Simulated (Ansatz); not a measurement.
Start from HfO₂ (space group P2_1/c, No. 14).

The values are results of PBE in Ansatz (plane waves to 420 eV, PAW, no SOC), not measurements.

Measured: band gap 5.7 eV (temperature not stated; as listed in Kamal Choudhary et al., Scientific Data (2018)).

Task: Knowing the measured values, estimate what each level computes.

Result: 
```tsv
level	band gap
PBE	4.04 eV
```

Computed minus measured — band gap: PBE -1.66 eV. Measured values not marked as corrected hold thermal and zero-point effects that the static-lattice runs lack. A measured gap can be an optical one, lowered by exciton binding. Levels without spin-orbit coupling miss its effect on the gap.

With Hf present, leaving out spin-orbit coupling can change the band edges. Stability against distortions was not tested.

Ansatz is a first-principles code.
